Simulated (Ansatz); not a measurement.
H2O on the 1x1 (111) surface of fcc Al, one in a 2x2 cell, started at the site 'hollow Al-Al-Al over Al at depth 4.6 Å'

Level of theory: PBE (plane waves to 420 eV, PAW; Ansatz, an electronic-structure program).

Set-up: 19 atoms, 7.0 Å thick at the start under the adsorbate (thin: gaps and levels are the slab's own); mesh 6x6x1; 0.1 eV smearing; dipole correction on; 8 atoms held, the rest relaxed; no symmetry held; no spin, no spin-orbit, no U, no dispersion correction. At the end it is bonded to Al. In PBE it is, or lies within 0.03 eV of, the lowest of the starts that converged.

```
Item                                                                                                                                              Value
--------------------------------------------------------------------------------------  ---------------------------------------------------------------
adsorption energy against H2O(g)                                                                                                          -5.3 kcal/mol
work function of the top face                                                                                                                   3.02 eV
change of the work function                                                                                                                    -1.01 eV
change of the step from the bottom to the top vacuum level, against the clean slab                                                             -1.04 eV
energy released by relaxation                                                                                                                   1.89 eV
height of the binding atom over the mean of the host atoms within 0.3 Å of the top one                                                          2.322 Å
nearest host atoms of the binding atom                                                                         Al at 2.20 Å, Al at 3.61 Å, Al at 3.65 Å
largest move of a host atom                                                                                                                      0.16 Å
note                                                                                    in the relaxation the adsorbate left its starting site by 1.5 Å
cost                                                                                                                        very roughly 6 core-minutes
```

A negative adsorption energy means that the adsorbate is more stable on the surface than in its reference.
